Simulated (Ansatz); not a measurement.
A computed series for hypothetical Fm-3m WGe2: pressure series

Base system: WGe$_{2}$ (space group Fm-3m, No. 225; a hypothetical phase, not in the database extracts checked).

Space group Fm-3m (No. 225); a = 6.078 Å, b = 6.078 Å, c = 6.078 Å, α = 90.00°, β = 90.00°, γ = 90.00°

| atom | site | symmetry | x | y | z |
|---|---|---|---|---|---|
| W | 4a | m-3m | 0.0000 | 0.0000 | 0.0000 |
| Ge | 8c | -43m | 0.2500 | 0.2500 | 0.2500 |
(The calculation used a cell of 3 atoms; values per cell refer to that cell.)

Cell and atoms are relaxed at each pressure.

Calculations: r2SCAN in Ansatz (plane waves to 500 eV, PAW, without spin-orbit coupling).

Two rows of this table had their results exchanged by mistake.

```json
[
 {"pressure": "pressure −2 GPa", "volume per atom (Å³)": "19.01", "shortest distance (Å)": "2.646", "band gap": "zero"},
 {"pressure": "pressure −1 GPa", "volume per atom (Å³)": "18.86", "shortest distance (Å)": "2.639", "band gap": "zero"},
 {"pressure": "pressure 0.3 GPa", "volume per atom (Å³)": "17.50", "shortest distance (Å)": "2.574", "band gap": "zero"},
 {"pressure": "pressure 0.7 GPa", "volume per atom (Å³)": "18.61", "shortest distance (Å)": "2.627", "band gap": "zero"},
 {"pressure": "pressure 1.5 GPa", "volume per atom (Å³)": "18.50", "shortest distance (Å)": "2.622", "band gap": "zero"},
 {"pressure": "pressure 3 GPa", "volume per atom (Å³)": "18.30", "shortest distance (Å)": "2.613", "band gap": "zero"},
 {"pressure": "pressure 5 GPa", "volume per atom (Å³)": "18.06", "shortest distance (Å)": "2.601", "band gap": "zero"},
 {"pressure": "pressure 7.5 GPa", "volume per atom (Å³)": "17.77", "shortest distance (Å)": "2.587", "band gap": "zero"},
 {"pressure": "pressure 10 GPa", "volume per atom (Å³)": "18.67", "shortest distance (Å)": "2.630", "band gap": "zero"}
]
```

### Question
Which two?

### Answer
The rows for pressure 0.3 GPa and pressure 10 GPa: the volume has to fall steadily with pressure, so 18.67 Å³ belongs to pressure 0.3 GPa and 17.50 Å³ to pressure 10 GPa.

Load acts through the strain it causes; cell and atoms are relaxed under it. Whether these cells are dynamically stable was not tested. Competing high-pressure phases were not computed. The final runs are not spin-polarised. WGe2 has a high density of states at the Fermi level and may be magnetic at this level.

Ansatz is an electronic-structure program.
